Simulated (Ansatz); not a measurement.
The starting structures come from a database of crystals and need not be the phases stable at ambient conditions.

Tunnelling through a barrier is set by its complex band structure: the current falls as exp(−2κd) with the smallest κ.

```
CELL_PARAMETERS angstrom
      5.63990     0.00000     0.00000
      0.00000     5.63990     0.00000
      2.81995    -2.81995     3.98801
ATOMIC_POSITIONS crystal
  Mg 0.50000 0.50000 0.00000
  Zr 0.00000 0.00000 0.00000
  F  0.25238 0.25238 0.00000
  F  0.74762 0.74762 0.00000
  F  0.74762 0.25238 0.00000
  F  0.25238 0.74762 0.00000
  F  0.74762 0.25238 0.50476
  F  0.25238 0.74762 0.49524
```

Space group of this cell: Fm-3m. The cell is taken as given.

Transport runs along the normal of the first two printed cell vectors, the (001) plane of the conventional cell.

The gap is the functional's own. No spin-orbit coupling. Mid-gap values are interpolated on the energy grid.

**Question.** Compute, with Ansatz (a quantum-chemistry and plane-wave program) with r2SCAN, the band gap and the smallest decay constant κ at mid-gap.

**Answer.** Gap 7.58 eV on a 8×8×8 mesh; κ = 0.624 1/Å, at the zone centre.
